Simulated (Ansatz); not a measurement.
**Response to strain in Ru**

Consider Ru in the hcp (Mg type) structure (space group P6_3/mmc, No. 194; relaxed with 0.1 eV smearing).

```xyz
2
Lattice="2.7055 0.0000 0.0000 -1.3528 2.3430 0.0000 0.0000 0.0000 4.2651" Properties=species:S:1:pos:R:3 pbc="T T T"
Ru     0.0000     1.5620     3.1988
Ru     1.3528     0.7810     1.0663
```

Cartesian axes are those of the cell as printed.

Strains are applied to the cell and any free atomic positions relax; under biaxial strain the out-of-plane vector relaxes too.

Calculations: DFT with r2SCAN, PAW potentials and a 500 eV plane-wave cutoff in Ansatz (a program for electronic structure), without spin-orbit coupling, earlier PAW set.

```csv
"biaxial strain, plane normal [001], relaxed out of plane (%)",out-of-plane strain (%)
-4.59,2.59
-2.48,?
-1.39,0.77
-0.47,0.26
-0.34,0.19
0,0.00
```

Task: Fit ε⊥ = −νε + γε² (strains in %) to the rows shown and predict the withheld row.

Result: Least squares on the printed values gives ν = 0.55 (the biaxial Poisson response) and γ = 0.003 (largest residual 0.00 %); this predicts 1.38 %, and the run gives 1.38 %, in agreement.

Whether these cells are dynamically stable was not tested. The final runs are not spin-polarised.
